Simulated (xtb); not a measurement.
xtb 6.7.1, GFN1-xTB: Zr(OH)(NH2)3 ([NH2][Zr]([NH2])([NH2])[OH]), 12 atoms. The geometry is a generated start, not checked to be a minimum at this level.

| Quantity | Result |
|---|---|
| method | GFN1-xTB |
| --acc | 1 (default) |
| --etemp (K) | 300 (default) |
| detailed input (--input) | none: ANC optimiser, Lindh (1995) Hessian, microcycle=20, maxdispl=1.0, hlow=0.01 (default) |
| basis functions | 40 |
| valence electrons | 32 |

```xyz
12

Zr     0.1613    -0.0614    -0.3474
O      1.7793     0.6346    -1.0715
H      2.0752     1.5371    -0.8909
N      0.6884    -0.9303     1.4289
H      0.8991    -0.2512     2.1781
H      1.5388    -1.5105     1.3418
N     -0.9735    -1.3863    -1.4201
H     -1.7707    -1.0598    -1.9785
H     -1.2789    -2.2516    -0.9568
N     -0.9500     1.5595     0.2229
H     -0.4377     2.3527     0.6303
H     -1.7313     1.3672     0.8633
```

Charge 0 and multiplicity 1 are set for this test and not shown to be the ground state.

The structure is relaxed from this start with --opt LEVEL for the levels crude, sloppy, loose, lax, normal, tight, vtight, extreme, once each. Up to the end of the extreme run atoms move by at most 0.88 Å along an axis.

**Question.** Choose the cheapest level whose final energy lies within 5 meV of that of extreme.

**Answer.** sloppy: 26 cycles against 52, ending 3.4 meV above.

| level | cycles | energy above the extreme run (meV) | gradient norm (eV/Å) |
|---|---|---|---|
| crude | 20 | 29 | 0.37 |
| sloppy | 26 | 3.4 | 0.17 |
| loose | 26 | 3.4 | 0.17 |
| lax | 29 | 1.2 | 0.071 |
| normal | 34 | 0.56 | 0.046 |
| tight | 43 | 0.056 | 0.014 |
| vtight | 48 | under 0.01 | 0.0019 |
| extreme | 52 | — | 0.0013 |
